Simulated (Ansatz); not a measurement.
Results of PBE0 (Ansatz, a program for electronic structure, PAW) for LiH (model structure, started from the CsCl type, Pm-3m, No. 221, 2 atoms in the cell).

Numerical settings: plane-wave cutoff 460 eV, 10×10×10 k mesh, Fermi–Dirac smearing 0.01 eV, scalar-relativistic PAW data made under PBE.

Cell (relaxed with PBEsol):

```
CELL_PARAMETERS angstrom
      2.49113     0.00000     0.00000
      0.00000     2.49113     0.00000
      0.00000     0.00000     2.49113
ATOMIC_POSITIONS crystal
  Li 0.00000 0.00000 0.00000
  H  0.50000 0.50000 0.50000
```

Problem. Estimate the band gap, smallest direct gap on the k points sampled and direct gap at Γ that the calculation returns.

Solution. 
- band gap: 2.13 eV (on the SCF k mesh) (indirect)
- smallest direct gap on the k points sampled: 5.98 eV
- direct gap at Γ: 23.97 eV

Note: the relaxation could raise the start's symmetry but not lower it, so the cell can be a saddle point; cell and atoms aren't relaxed at this level (pressure 0.2 GPa).

Computed values are for the static lattice.

A model structure was made by putting elements into a prototype or built by hand; it is no filed structure, need not be a known phase, and can be a saddle point held by its symmetry.
